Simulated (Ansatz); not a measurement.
**Ti: uniaxial strain ε_xx = −2.50 %**

Base system: Ti in the hcp (Mg type) structure (space group P6_3/mmc, No. 194; a = 2.902 Å, c = 4.593 Å; relaxed with 0.1 eV smearing). Axes: x lies along a and z along c of the hexagonal cell.

Modification: uniaxial strain ε_xx = −2.50 %, all other strain components held at zero; the atoms relax in the strained cell.

All numbers come from PBEsol, PAW, 420 eV (Ansatz, a program for electronic structure; scalar-relativistic without spin-orbit coupling). k-mesh 23×23×13 (Γ-centred); smearing 0.1 eV (Fermi–Dirac).

- Volume per atom: 16.33 Å³ (base 16.74 Å³)
- Space group: Cmcm (No. 63) (base P6_3/mmc (No. 194))
- Shortest interatomic distance: 280.7 pm (base 284.3 pm)
- Energy relative to the base (free energy F): +5.8 meV/atom
- Band gap: zero (base zero)
- Largest internal atomic displacement: 0.031 Å
- Stress (xx, yy, zz, yz, xz, xy; compression positive): (4.5, 2.7, 2.1, 0.0, 0.0, 0.0) GPa

Final structure:

```
CELL_PARAMETERS angstrom
      2.82909     0.00000     0.00000
     -1.41455     2.51289     0.00000
      0.00000     0.00000     4.59296
ATOMIC_POSITIONS crystal
  Ti 0.66052 0.32103 0.75000
  Ti 0.33948 0.67897 0.25000
```

No phonon test of stability was made. The final runs are not spin-polarised.
